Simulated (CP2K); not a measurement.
A self-consistent single point of GaN (F-43m, 2 atoms in the cell) with CP2K.

Method of the run: LDA (Pade form), GPW, DZVP-MOLOPT-SR-GTH basis, GTH-PADE potentials (GTH_POTENTIALS) run with CP2K.

```xyz
2
Lattice="3.2554 0.0000 0.0000 1.6277 2.8193 0.0000 1.6277 0.9398 2.6581" Properties=species:S:1:pos:R:3 pbc="T T T"
Ga     0.0000     0.0000     0.0000
N      4.8832     2.8193     1.9935
```

Reference input (self-consistent single point, DFT PBE, GPW, DZVP-MOLOPT-SR-GTH basis, GTH-PBE potentials (GTH_POTENTIALS)): CUTOFF = 600 Ry; REL_CUTOFF = 50 Ry; KPOINTS/SCHEME = MONKHORST-PACK 6 6 6; GAMMA_CENTERED = T; XC_FUNCTIONAL = PBE; Ga/BASIS_SET = DZVP-MOLOPT-SR-GTH-q13; Ga/POTENTIAL = GTH-PBE-q13; N/BASIS_SET = DZVP-MOLOPT-SR-GTH-q5; N/POTENTIAL = GTH-PBE-q5; METHOD = GPW; EPS_DEFAULT = 1e-11; NGRIDS = 5. This run's input differs from it in these lines:

```diff
@@ -40,3 +40,3 @@
     &XC
-      &XC_FUNCTIONAL PBE
+      &XC_FUNCTIONAL PADE
       &END XC_FUNCTIONAL
@@ -70,3 +70,3 @@
       BASIS_SET DZVP-MOLOPT-SR-GTH-q13
-      POTENTIAL GTH-PBE-q13
+      POTENTIAL GTH-PADE-q13
     &END KIND
@@ -74,3 +74,3 @@
       BASIS_SET DZVP-MOLOPT-SR-GTH-q5
-      POTENTIAL GTH-PBE-q5
+      POTENTIAL GTH-PADE-q5
     &END KIND
```

Output, abridged:

```
 SCF WAVEFUNCTION OPTIMIZATION

  Step     Update method      Time    Convergence         Total energy    Change
     1 NoMix/Diag. 0.40E+00      -     1.67665355       -84.6127624244 -8.46E+01
     2 Broy./Diag. 0.40E+00      -     0.24559018       -83.6905053822  9.22E-01
     3 Broy./Diag. 0.40E+00      -     0.06817664       -84.4956740747 -8.05E-01
     4 Broy./Diag. 0.40E+00      -     0.03345727       -84.5236339558 -2.80E-02
     5 Broy./Diag. 0.40E+00      -     0.00081926       -84.5131422335  1.05E-02
     6 Broy./Diag. 0.40E+00      -     0.00246068       -84.5245025770 -1.14E-02
   [... 2 lines left out ...]
     9 Broy./Diag. 0.40E+00      -     0.00000762       -84.5268308881  9.98E-06
    10 Broy./Diag. 0.40E+00      -     0.00000327       -84.5268502846 -1.94E-05
    11 Broy./Diag. 0.40E+00      -     0.00000306       -84.5268440729  6.21E-06
    12 Broy./Diag. 0.40E+00      -     0.00000014       -84.5268423704  1.70E-06
  *** SCF run converged in    12 steps ***

  Overlap energy of the core charge distribution:               0.00000000245879
  Self energy of the core charge distribution:               -121.68145713383993
  Core Hamiltonian energy:                                     36.16339748502748
  Hartree energy:                                              13.46121411296021
  Exchange-correlation energy:                                -12.46999683704749

  Total energy:                                               -84.52684237044095

                     Mulliken Population Analysis

 #  Atom  Element  Kind  Atomic population                           Net charge
       1     Ga       1         12.603772                              0.396228
       2     N        2          5.396228                             -0.396228
   [... lines left out ...]

 STRESS| Analytical stress tensor [bar]
 STRESS|                        x                   y                   z
 STRESS|      x       -1.37917929036E+05   3.87874461348E+00   2.74257662160E+00
 STRESS|      y        3.87874461348E+00  -1.37921647234E+05   1.44341377430E+00
 STRESS|      z        2.74257662160E+00   1.44341377430E+00  -1.37923313943E+05
 STRESS| 1/3 Trace                                            -1.37920963404E+05
```

The run converged in 12 iterations. Against the reference run the pressure goes from -3.92 to -13.79 GPa and the gap on the mesh goes from 1.292 to 1.266 eV.

The starting cell comes from a database of computed structures (which also holds hypothetical and non-ambient phases and stackings), without a prior relaxation at this level. Its lattice was rescaled by a random factor within 2.5 % of one. Values carry the incompleteness of an atom-centred basis. With a pressure of about -14 GPa the cell is away from its equilibrium volume at this level.

Cost on one core of a shared machine: roughly 30 s.
